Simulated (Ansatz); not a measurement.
## Effect of isotropic strain −1.20 % on BN

The reference is BN in the wurtzite structure (space group P6_3mc, No. 186; a = 2.541 Å, c = 4.203 Å).

The change: every lattice vector is shortened by 1.20 %, atoms relaxed at fixed cell.

Calculations: Ansatz (a first-principles code) PBEsol, no spin-orbit coupling. Γ-centred 15×15×8 mesh, Fermi–Dirac width 0.05 eV.

```json
[
 {"quantity": "volume per atom", "base": "5.88 Å³", "changed": "5.67 Å³", "shift": "-0.21 Å³"},
 {"quantity": "space group", "base": "P6_3mc (No. 186)", "changed": "P6_3mc (No. 186)", "shift": "–"},
 {"quantity": "shortest interatomic distance", "base": "2.946 bohr", "changed": "2.912 bohr", "shift": "-0.0346 bohr"},
 {"quantity": "energy relative to the base (free energy F)", "base": "0 meV/atom", "changed": "+9.5 meV/atom", "shift": "+9.5 meV/atom"},
 {"quantity": "pressure (mean of the normal stresses, compression positive)", "base": "0.00 GPa", "changed": "14.91 GPa", "shift": "+14.91 GPa"},
 {"quantity": "band gap", "base": "4.96 eV", "changed": "4.88 eV", "shift": "-0.08 eV"},
 {"quantity": "gap character", "base": "indirect, Γ → K", "changed": "indirect, Γ → K", "shift": "–"},
 {"quantity": "smallest direct gap", "base": "8.21 eV", "changed": "8.38 eV", "shift": "+0.17 eV"},
 {"quantity": "mean gap deformation potential ΔEg/Δln V", "base": "–", "changed": "+2.3 eV", "shift": "–"},
 {"quantity": "width of the top valence band", "base": "5.49 eV", "changed": "5.69 eV", "shift": "+0.20 eV"},
 {"quantity": "electron mass", "base": "0.30 mₑ along c, 0.50 mₑ across (at K)", "changed": "0.29 mₑ along c, 0.48 mₑ across (at K)", "shift": "–"},
 {"quantity": "valence-band top at Γ (three highest levels, from the VBM)", "base": "0.00, 0.00, -0.28 eV", "changed": "0.00, 0.00, -0.31 eV", "shift": "–"}
]
```

Effective masses come from finite differences of ±0.01 Å⁻¹. Whether these cells are dynamically stable was not tested.
